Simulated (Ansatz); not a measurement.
Start from BN in the zinc blende structure (space group F-43m, No. 216; a = 3.625 Å).

The change: hydrostatic tension (pressure −2 GPa).

Levels (all Ansatz, a program for electronic structure, PAW): PBE (420 eV, spin-orbit coupling left out); PBE+SOC (420 eV, noncollinear with spin-orbit coupling).

The geometry is relaxed with PBE.

| Property | Value |
|---|---|
| PBE electron mass | 0.92 mₑ along k, 0.30 mₑ across (at X) |
| PBE valence-band top at Γ | 0.00, 0.00, 0.00 eV |
| PBE gap character | indirect, Γ → X |
| PBE lowest conduction level above the VBM at special points | X 4.46 eV; K 6.88 eV; U 6.88 eV; Γ 8.77 eV |

With PBE+SOC at the same geometry, the electron mass is still 0.92 mₑ along k, 0.30 mₑ across (at X); the valence-band top at Γ (three highest Kramers pairs, from the VBM) goes from 0.00, 0.00, 0.00 eV to 0.00, 0.00, -0.02 eV; the gap character stays indirect, Γ → X; the lowest conduction level above the VBM at special points goes from X 4.46 eV; K 6.88 eV; U 6.88 eV; Γ 8.77 eV to X 4.45 eV; K 6.87 eV; U 6.87 eV; Γ 8.75 eV. The threefold valence maximum splits by Δso ≈ 21 meV.

Single points use the geometry relaxed with PBE. The spin-orbit shifts are approximate. Load acts through the strain it causes; cell and atoms are relaxed under it. Effective masses come from finite differences of ±0.01 Å⁻¹. Along k means along the line from Γ to the band edge. Stability against distortions was not tested.
